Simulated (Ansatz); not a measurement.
**BaCd2As2 (P-3m1, No. 164, 5 atoms in the cell; start mp-8281)**

Calculation: PBEsol (Ansatz, a quantum-chemistry and plane-wave program, plane waves, PAW).

Run with plane-wave cutoff 520 eV, 12×12×6 k mesh (along the axes of the cell as run), Fermi–Dirac smearing 0.01 eV, scalar-relativistic PAW data made under PBE.

Cell (relaxed with PBEsol):

```
BaCd2As2
1.0
    4.49669     0.00000     0.00000
   -2.24835     3.89425     0.00000
    0.00000     0.00000     7.60142
Ba Cd As
1 2 2
Cartesian
  0.00000   0.00000   0.00000
  2.24835   1.29808   2.81387
  0.00000   2.59617   4.78755
  2.24835   1.29808   5.61424
  0.00000   2.59617   1.98718
```

band gap: 0.29 eV

Spin–orbit coupling is not included; it can close the smallest gap of 0.29 eV.

Static lattice: no zero-point or thermal effects.

A start named mp-… is a Materials Project structure, which need not be a measured phase.
